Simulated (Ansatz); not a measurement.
An Ansatz (an electronic-structure program) input (DFT with PBEsol, PAW potentials and a 420 eV plane-wave cutoff in Ansatz, spin-orbit coupling left out):

Ansatz 0.2 input:
```yaml
crystal:
  lattice:
    - [0, 3.0170480339, 3.0170480339]
    - [3.0170480339, 0, 3.0170480339]
    - [3.0170480339, 3.0170480339, 0]
  atoms:
    - { symbol: Pt, position: [0.75, 0.75, 0.75] }
    - { symbol: Hg, position: [0, 0, 0] }
basis: { ecutwfc: 420, ecutrho_ratio: 4, xc_grid: 2, fft_grid_basis: typed }
kpoints: { mp_grid: { grid: [13, 13, 13] } }
hamiltonian:
  xc: pbesol
  dispersion: none
  pseudopotentials: { kind: paw }
scf: { occupations: { method: fermi_dirac, width: 0.05 }, convergence: { dr2_threshold: 0.0000000002 } }
output: { forces: true, stress: true }
checkpoint: { write: state.ck, write_every: 1000 }
```

Which symmetry and how many k-points will the program report, and about how many plane waves at Γ?

Space group F-43m (ITA 216) with 24 operations, k-points 84 of 2197, and 1067 plane waves at Γ.

No phonon test of stability was made. The final runs are not spin-polarised. The cell was made from HgTe by this change: Te → Pt; the result is a hypothetical phase, not in the database extracts checked.
